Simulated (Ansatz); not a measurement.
The parent structure is SiO$_{2}$ in the rutile structure (space group P4_2/mnm, No. 136; a = 4.185 Å, c = 2.668 Å).

Level of theory: r2SCAN/PAW in Ansatz (a program for electronic structure), scalar-relativistic without spin-orbit coupling, earlier PAW set.

Base values:

The gap character is direct at Γ. The electron mass is 0.38 mₑ along c, 0.48 mₑ across (at Γ) and the band gap comes out as 6.53 eV.

It is then changed as follows: every lattice vector is shortened by 0.62 %, atoms relaxed at fixed cell.

How does this affect the energy relative to the base?

The energy grows by 2.7 meV/atom.

Estimate the effect on the gap character.

The gap character stays direct at Γ.

Predict the new electron mass.

The electron mass changes from 0.38 mₑ along c, 0.48 mₑ across (at Γ) to 0.39 mₑ along c, 0.50 mₑ across (at Γ).

Estimate the effect on the band gap.

The band gap grows by 0.32 eV, from 6.53 eV to 6.85 eV.

The cells carry an imposed strain or load. Masses are band curvatures over ±0.01 Å⁻¹ around the edge. Stability against distortions was not tested.
